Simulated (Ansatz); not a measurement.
Pressure series in AlN

Take AlN in the rock salt structure (space group Fm-3m, No. 225; a = 4.045 Å; a model cell, its experimental status unchecked) as the base.

Cell and atoms are relaxed at each pressure.

All numbers come from Ansatz (an electronic-structure program), PBEsol, PAW, cutoff 420 eV, no spin-orbit coupling.

| pressure (GPa) | volume per atom (Å³/atom) |
|---|---|
| -1 | 8.306 |
| 0 | 8.274 |
| 0.3 | 8.265 |
| 0.7 | 8.253 |
| 1.5 | 8.228 |
| 3 | ? |
| 5 | 8.124 |
| 7.5 | 8.054 |
| 10 | 7.986 |

Fit the third-order Birch–Murnaghan form P(V) = (3B₀/2)[(V₀/V)^(7/3) − (V₀/V)^(5/3)]·[1 + (3/4)(B₀′ − 4)((V₀/V)^(2/3) − 1)] (squares taken in P) to the rows shown and predict the withheld row.

Least squares on the printed values gives V₀ = 8.274 Å³/atom, B₀ = 264 GPa, B₀′ = 3.7; this predicts 8.183 Å³/atom, and the run gives 8.183 Å³/atom, in agreement.

Load acts through the strain it causes; cell and atoms are relaxed under it. Whether these cells are dynamically stable was not tested. No other phases were tried under pressure. The base started in P3_121 and relaxed to Fm-3m at this level. This is not the structure that AlN has at room temperature and ambient pressure.
